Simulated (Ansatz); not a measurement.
**BAs, response to strain**

The parent structure is BAs in the zinc blende structure (space group F-43m, No. 216; a = 4.784 Å). Axes: x, y, z lie along the cube axes.

Strains are applied to the cell and any free atomic positions relax; under biaxial strain the out-of-plane vector relaxes too.

Computed with plane-wave PAW DFT at the r2SCAN level (Ansatz, a quantum-chemistry and plane-wave program, 500 eV), without spin-orbit coupling.

Notes on the quantities. in-plane stress: mean in-plane stress (compression positive); energy relative to the base: free energy F.

```csv
change,in-plane stress,band gap,energy relative to the base
base,–,1.38 eV,0 meV/atom
"biaxial strain −3.00 %, plane normal [001], relaxed out of plane",+11.0 GPa,0.96 eV,+27 meV/atom
"biaxial strain −2.50 %, plane normal [001], relaxed out of plane",+9.0 GPa,1.04 eV,+18 meV/atom
"biaxial strain −2.00 %, plane normal [001], relaxed out of plane",+7.0 GPa,1.11 eV,+12 meV/atom
"biaxial strain −1.50 %, plane normal [001], relaxed out of plane",[?],[?],[?]
"biaxial strain −1.00 %, plane normal [001], relaxed out of plane",+3.4 GPa,1.25 eV,+2.8 meV/atom
"biaxial strain −0.50 %, plane normal [001], relaxed out of plane",+1.7 GPa,1.31 eV,+0.7 meV/atom
```

### Question
Fill in the withheld entries from the trend.

### Answer

- biaxial strain −1.50 %, plane normal [001], relaxed out of plane, in-plane stress: +5.2 GPa
- biaxial strain −1.50 %, plane normal [001], relaxed out of plane, band gap: 1.17 eV
- biaxial strain −1.50 %, plane normal [001], relaxed out of plane, energy relative to the base: +6.5 meV/atom

Whether these cells are dynamically stable was not tested.
